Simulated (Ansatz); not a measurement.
Consider BaTiO3 in the cubic perovskite structure (space group Pm-3m, No. 221; a = 3.9346 Å). Axes: x, y, z lie along the cube axes.

Calculations: Kohn–Sham DFT with the LDA functional, run in Ansatz (a first-principles code) with PAW and 420 eV plane waves, without spin-orbit coupling.

The change: tensor shear ε_xy = +1.00 % (engineering shear γ = 0.0200), atoms relaxed at fixed cell.

Question: Predict the stress tensor and what it implies for the stiffness.

Answer: Stress of the strained cell less that of the base (GPa, compression positive):
```
   0.05   -2.65    0.00
  -2.65    0.05    0.00
   0.00    0.00    0.02
```

Then −Δσ/γ with γ = 2ε = 0.0200 gives relaxed-ion elastic constants: C66 ≈ 132 GPa.

Stability against distortions was not tested. All final runs are without spin polarisation. Many cubic perovskites are stable only at high temperature; tilts and polar distortions were not tested. This is not the structure that BaTiO3 has at room temperature and ambient pressure.
